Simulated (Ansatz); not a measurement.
Results of BLYP (Ansatz, a program for electronic structure, PAW) for cubic perovskite CsCdCl₃.

Settings: plane-wave cutoff 520 eV, 8×8×8 k mesh, Fermi–Dirac smearing 0.01 eV, scalar-relativistic PAW data made under PBE.

Cell (measured lattice):

CdCsCl3 has the cubic space group Pm-3m (No. 221), the cubic perovskite structure, Pearson symbol cP5. Lattice parameters: a = b = c = 5.210 Å, α = β = γ = 90.00°. Cs on 1a is surrounded by 12 Cl at 3.684 Å (cuboctahedral). Cd on 1b sees 6 Cl at 2.605 Å (octahedral). Cl on 3c sees 2 Cd at 2.605 Å and 4 Cs at 3.684 Å (octahedral). (Neighbours: up to the widest gap in distance over summed covalent radii, below 1.35, at either atom; cation-cation and far metal-metal contacts left out.)

Problem. What does this level give for the band gap and smallest direct gap on the k points sampled?

Solution. 
* **band gap**: 1.78 eV
* **smallest direct gap on the k points sampled**: 2.35 eV

Note: cell and atoms aren't relaxed at this level (pressure 4.4 GPa).

Spin–orbit coupling is not included.

Cost on a shared machine: about 22 core-seconds (a rough figure).
